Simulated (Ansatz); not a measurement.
**A computed series for La3PbC: response to strain**

The parent structure is La₃PbC in the anti-perovskite structure (space group Pm-3m, No. 221; a cell from a computed database, its experimental status unchecked).

```
CELL_PARAMETERS angstrom
      5.24026     0.00000     0.00000
      0.00000     5.24026     0.00000
      0.00000     0.00000     5.24026
ATOMIC_POSITIONS crystal
  La 0.50000 0.00000 0.50000
  La 0.00000 0.50000 0.50000
  La 0.50000 0.50000 0.00000
  Pb 0.00000 0.00000 0.00000
  C  0.50000 0.50000 0.50000
```

Cartesian axes are those of the cell as printed.

Strains are applied to the cell and any free atomic positions relax; under biaxial strain the out-of-plane vector relaxes too.

All numbers come from Kohn–Sham DFT with the r2SCAN functional, run in Ansatz (a first-principles code) with PAW and 500 eV plane waves, no SOC.

Candidates:
(a) isotropic strain +0.47 %
(b) biaxial strain +1.23 %, plane normal [111], relaxed out of plane
(c) strain tensor (xx, yy, zz, yz, xz, xy) = (+1.75, −0.99, −1.58, −0.16, −0.42, +0.44) %

Notes on the quantities. energy relative to the base: free energy F.

### Question
Order them by energy relative to the base, highest first.

### Answer
(c) strain tensor (xx, yy, zz, yz, xz, xy) = (+1.75, −0.99, −1.58, −0.16, −0.42, +0.44) % (+6.8 meV/atom), (b) biaxial strain +1.23 %, plane normal [111], relaxed out of plane (+3.4 meV/atom), (a) isotropic strain +0.47 % (+1.1 meV/atom)

Without a gap, meshes like the base's 9×9×9 leave anisotropic stresses uncertain by several tenths of a GPa, and small strain energies with them. No phonon test of stability was made. All final runs are without spin polarisation. An odd electron count without spin: La3PbC.
